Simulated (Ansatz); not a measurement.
Start from Ru in the hcp (Mg type) structure (space group P6_3/mmc, No. 194; a = 2.691 Å, c = 4.249 Å; relaxed with 0.1 eV smearing).

All numbers come from DFT with PBEsol, PAW potentials and a 420 eV plane-wave cutoff in Ansatz (a program for electronic structure), spin-orbit coupling left out.

Before the change:

The pressure is 0.0 GPa.

One thing is altered: the cell is scaled by 1.0200 in all directions, atoms relaxed at fixed cell.

Estimate the effect on the pressure.

The pressure (mean of the normal stresses, compression positive) goes from zero to -17.8 GPa.

What happens to the energy relative to the base?

The energy goes up by 48 meV/atom.

The cells carry an imposed strain or load. Stability against distortions was not tested. All final runs are without spin polarisation.
